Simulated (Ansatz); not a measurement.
# GaN: uniaxial stress, 2 GPa tension along x

The parent structure is GaN in the wurtzite structure (space group P6_3mc, No. 186; a = 3.183 Å, c = 5.184 Å). Axes: x lies along a and z along c of the hexagonal cell.

One thing is altered: uniaxial stress, 2 GPa tension along x, with the cell and atoms free to relax against it.

The values are results of Ansatz (a quantum-chemistry and plane-wave program), r2SCAN, PAW, cutoff 500 eV, no spin-orbit coupling, not measurements. Γ-centred 12×12×7 mesh, Fermi–Dirac width 0.05 eV.

```tsv
quantity	base	changed	shift
volume per atom	11.37 Å³	11.41 Å³	+0.04 Å³
space group	P6_3mc (No. 186)	Cmc2_1 (No. 36)	–
energy relative to the base (free energy F)	0 meV/atom	+0.5 meV/atom	+0.5 meV/atom
band gap	2.35 eV	2.31 eV	-0.04 eV
gap character	direct at Γ	direct at Γ	–
electron mass	0.17 mₑ along c, 0.19 mₑ across (at Γ)	0.17 mₑ along z, 0.19 mₑ across (at Γ)	–
hole mass	–	0.18 mₑ along y, 2.1 mₑ across (at Γ)	–
valence-band top at Γ (three highest levels, from the VBM)	0.00, 0.00, -0.04 eV	0.00, -0.04, -0.05 eV	–
strain response (xx, yy, zz)	–	(+0.66, −0.22, −0.11) %	–
secant Young's modulus along x	–	300 GPa	–
mean lateral Poisson ratio	–	0.24	–
```

Effective masses come from finite differences of ±0.01 Å⁻¹. Beyond what the load breaks, stability against distortions was not tested. k-point labels follow each cell's own Brillouin zone.
